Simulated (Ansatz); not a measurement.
System: C (model structure, P4₂/ncm, No. 138, 12 atoms in the cell). Method: r²SCAN (PAW; Ansatz, a quantum-chemistry and plane-wave program).

Run with plane-wave cutoff 560 eV, 10×10×8 k mesh (along the axes of the cell as run), Fermi–Dirac smearing 0.01 eV, scalar-relativistic PAW data made under PBE.

Computed at the level's own relaxed cell.

```xyz
12
Lattice="3.4168 0.0000 0.0000 0.0000 3.4168 0.0000 0.0000 0.0000 6.0660" Properties=species:S:1:pos:R:3 pbc="T T T"
C      2.8416     1.1332     2.1822
C      0.5752     2.2836     2.1822
C      0.5752     1.1332     5.2152
C      2.8416     2.2836     5.2152
C      2.2836     2.8416     3.8838
C      1.1332     0.5752     3.8838
C      1.1332     2.8416     0.8508
C      2.2836     0.5752     0.8508
C      0.0000     0.0000     3.0330
C      1.7084     1.7084     0.0000
C      1.7084     1.7084     3.0330
C      0.0000     0.0000     0.0000
```

List the 34 lowest band energies at Γ above −25 eV (eV, relative to the valence band maximum), grouping those that round alike.

At Γ: -21.18, -18.85, -16.77, -12.05 (×2), -11.89, -10.96, -10.08, -9.37 (×2), -8.33, -7.02, -6.51, -5.84, -5.66, -5.09 (×2), -3.60 (×2), -2.94, -2.69, -2.26 (×2), 0.00, 5.26, 5.60 (×2), 6.33, 7.12 (×2), 8.67, 9.80, 10.57 (×2).

Note: the relaxation could raise the start's symmetry but not lower it, so the cell can be a saddle point.

A model structure was made by putting elements into a prototype or built by hand; it is no filed structure, need not be a known phase, and can be a saddle point held by its symmetry.
